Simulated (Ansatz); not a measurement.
Structures of equal composition on the (111) surface of fcc Rh: a layer of Mn in place of the second plane; a layer of Mn in place of the third plane. The slabs share one bottom face, and each structure is named by its start. These are constructed structures in small cells; real faces may alloy, dewet or reconstruct in larger ones, and not all known structures of the face are among them. Slabs of about 11 Å, Fermi-Dirac smearing of 0.1 eV. Bottom of the slabs: a bare face, its two planes held. Relaxed from the named starts with such symmetry as they have, on meshes of like density; energies extrapolated to zero smearing; spin only where a row says so; no spin-orbit coupling, no U. Brackets mark spin-polarised runs, whose order is one that fits the cell.

Method: PBE (plane waves to 420 eV, PAW; Ansatz, an electronic-structure program).

Rank these by energy per 1x1 cell (lowest first), as PBE gives it.

a layer of Mn in place of the second plane (0.000 eV [spin, 2.4 μB a cell]), a layer of Mn in place of the third plane (0.281 eV [spin, 1.5 μB a cell])
